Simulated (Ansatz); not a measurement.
**GaAs, response to strain**

The reference is GaAs in the zinc blende structure (space group F-43m, No. 216; a = 5.666 Å). Axes: x, y, z lie along the cube axes.

Strains are applied to the cell and any free atomic positions relax; under biaxial strain the out-of-plane vector relaxes too; under stress the whole cell relaxes.

Method: r2SCAN in Ansatz (plane waves to 500 eV, PAW, no spin-orbit coupling), earlier PAW set.

```tsv
variant	electron mass	band gap	volume per atom
base	0.051 mₑ (at Γ)	0.97 eV	22.73 Å³
biaxial strain −2.92 %, plane normal [001], relaxed out of plane	___	___	___
uniaxial strain ε_yy = +1.28 %	0.048 mₑ along y, 0.046 mₑ across (at Γ)	0.84 eV	23.02 Å³
uniaxial strain ε_yy = +3.60 %	0.042 mₑ along y, 0.035 mₑ across (at Γ)	0.61 eV	23.55 Å³
uniaxial stress, 3 GPa compression along x	0.050 mₑ along x, 0.058 mₑ across (at Γ)	0.88 eV	22.42 Å³
uniaxial stress, 8 GPa tension along z	–	0.33 eV	23.64 Å³
```

Question: Complete the table.

Answer: 
- biaxial strain −2.92 %, plane normal [001], relaxed out of plane, electron mass: 0.068 mₑ out of plane, 0.060 mₑ in plane (at Γ)
- biaxial strain −2.92 %, plane normal [001], relaxed out of plane, band gap: 1.11 eV
- biaxial strain −2.92 %, plane normal [001], relaxed out of plane, volume per atom: 21.95 Å³

Effective masses come from finite differences of ±0.01 Å⁻¹. Stability under load was not tested beyond the relaxation.

Ansatz is a quantum-chemistry and plane-wave program.
